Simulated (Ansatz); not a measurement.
Ansatz (an electronic-structure program) run on CaGa2 (P3m1, 6 atoms in the cell): self-consistent single point.

Method: LDA (PW92), default PAW files made with PBE (plane waves; Ansatz).

```xyz
6
Lattice="4.4655 0.0000 0.0000 -2.2327 3.8672 0.0000 0.0000 0.0000 7.4246" Properties=species:S:1:pos:R:3 pbc="T T T"
Ca     0.0000     0.0000     1.9061
Ca     0.0000     0.0000     5.5684
Ga     0.0000     2.5781     0.3158
Ga     2.2327     1.2891     7.1088
Ga     2.2327     1.2891     4.0281
Ga     0.0000     2.5781     3.3965
```

Reference input (self-consistent single point, DFT, LDA (PW92), plane waves, default PAW files made with PBE): basis.ecutwfc = 420 eV; kpoints.mp_grid.grid = 8 8 4; hamiltonian.xc = lda; hamiltonian.pseudopotentials = {kind: paw} (the program's default PAW files); scf.occupations.method = fermi_dirac; scf.occupations.width = 0.1 eV. This run's input differs from it in these lines:

Ansatz 0.2 input:
```diff
@@ -16,3 +16,3 @@
 kpoints:
-  mp_grid: { grid: [8, 8, 4] }
+  mp_grid: { grid: [13, 13, 7] }
 hamiltonian:
@@ -21,3 +21,3 @@
 scf:
-  occupations: { method: fermi_dirac, width: 0.1 eV }
+  occupations: { method: gaussian, width: 0.2 eV }
 output:
```

The program printed (abridged):

```
SCF iter   1: F=—  HF=-18376.608213 eV  |F-HF|=—  |Δ(HF+E_count)|=         —  Δρ=6.22e-3  dr2=2.56e-2  ethr=1.77e-3  ⟨swp⟩=9.1  Hψ=23540  notcnv=0
all-band conjugate gradients solve this SCF's bands
preconditioner: auto → Kerker (q_TF=auto, 2.478 Å⁻¹)
SCF iter   2: F=—  HF=-18376.603602 eV  |F-HF|=—  |Δ(HF+E_count)|=   4.61e-3  Δρ=3.02e-3  dr2=7.62e-3  ethr=3.55e-5  ⟨swp⟩=2.4  Hψ=10881  notcnv=0
   [... lines left out ...]
SCF iter   6: F=—  HF=-18376.601836 eV  |F-HF|=—  |Δ(HF+E_count)|=   7.30e-6  Δρ=2.98e-5  dr2=3.82e-6  ethr=5.42e-8  ⟨swp⟩=2.0  Hψ=6202  notcnv=0
SCF iter   7: F=—  HF=-18376.601835 eV  |F-HF|=—  |Δ(HF+E_count)|=   9.18e-7  Δρ=1.27e-5  dr2=3.97e-7  ethr=5.30e-9  ⟨swp⟩=2.4  Hψ=9205  notcnv=0
SCF iter   8: F=—  HF=-18376.601835 eV  |F-HF|=—  |Δ(HF+E_count)|=   7.64e-8  Δρ=7.76e-6  dr2=1.08e-7  ethr=1.39e-10  ⟨swp⟩=9.6  Hψ=24734  notcnv=0
SCF iter   9: F=-18376.601835 eV  HF=-18376.601835 eV  |F-HF|=2.26e-8  |Δ(HF+E_count)|=   5.52e-8  Δρ=2.90e-6  dr2=2.94e-8  ethr=1.39e-10  ⟨swp⟩=4.0  Hψ=18364  notcnv=0
SCF 1 converged in 9 iterations: F = -18376.601835 eV  dr2 = 2.94e-8
Free energy (F): -18376.601835 eV
Internal energy: -18376.585346 eV  (E = F + TS)
E sigma→0 (E₀):  -18376.593590 eV
Entropy (-TS):   -0.016489 eV (-2.748 meV/atom)
Fermi energy:    8.963747 eV
--- Forces (eV/Å), atoms counted from 1 ---
  atom   1  Ca     0.00000000    -0.00000000    -0.23541652
  atom   2  Ca     0.00000000     0.00000000     0.10049534
  atom   3  Ga     0.00000000    -0.00000000     0.03677682
  atom   4  Ga     0.00000000     0.00000000     0.02815804
  atom   5  Ga     0.00000000     0.00000000     0.05936987
  atom   6  Ga     0.00000000    -0.00000000     0.01061129
--- Stress (GPa, compression-positive) ---
       -4.389455       0.000000       0.000000
        0.000000      -4.389455      -0.000000
       -0.000000      -0.000000      -4.302224
  P = ⅓ Tr σ = -4.3604 GPa (-43.604 kbar)
  The stress holds the Pulay correction. Without it, at fixed plane waves, as pw.x and ABINIT print it: P = -4.3750 GPa
```

The run converged in 9 iterations. Against the reference run the free energy goes up by 1.3 meV/atom, the pressure moves little (-4.37 to -4.36 GPa) and the largest force hardly changes (0.232 to 0.235 eV/Å).

The starting cell comes from a database of computed structures (which also holds hypothetical and non-ambient phases and stackings), without a prior relaxation at this level. Its lattice was rescaled by up to half a per cent. One atom was moved a little off its site on purpose. With a pressure of about -4 GPa the cell is away from its equilibrium volume at this level. Ansatz's pressure includes its estimate of the finite-basis (Pulay) stress.

Cost on one core of a shared machine: roughly 50 s.
